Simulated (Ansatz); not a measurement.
Reference: monolayer SnO, PBE, rigid bands (plane waves, PAW, scalar-relativistic; Ansatz, a first-principles code); axes and stresses refer to this cell.

```
CELL_PARAMETERS angstrom
      3.84875     0.00000     0.00000
      0.00000     3.84875     0.00000
      0.00000     0.00000    18.22537
ATOMIC_POSITIONS crystal
  Sn 0.50000 0.00000 0.56448
  Sn 0.00000 0.50000 0.43552
  O  0.00000 0.00000 0.50000
  O  0.50000 0.50000 0.50000
```

electron conductivity mass: 0.93 mₑ
band gap: 3.03 eV
hole conductivity mass: 6.9 mₑ

**Question.** Change: biaxial strain +2 % with spin-orbit coupling. What happens to electron conductivity mass, band gap, hole conductivity mass?

**Answer.** electron conductivity mass decreases to 0.47 mₑ; band gap falls to 2.74 eV; hole conductivity mass goes up to 7.9 mₑ.

**Question.** Change: biaxial strain +3 % with spin-orbit coupling. What happens to electron conductivity mass, band gap, hole conductivity mass?

**Answer.** electron conductivity mass decreases to 0.47 mₑ; band gap shrinks to 2.58 eV; hole conductivity mass increases to 7.8 mₑ.

**Question.** Change: biaxial strain +5 % with spin-orbit coupling. What happens to electron conductivity mass, band gap, hole conductivity mass?

**Answer.** electron conductivity mass drops to 0.47 mₑ; band gap drops to 2.32 eV; hole conductivity mass moves little, to 7.0 mₑ.

Masses are for dilute carriers at 300 K, harmonic means over directions unless an axis is named. Spin-orbit coupling is left out unless a row names it. The structure type is held under load, also where the real crystal would transform.
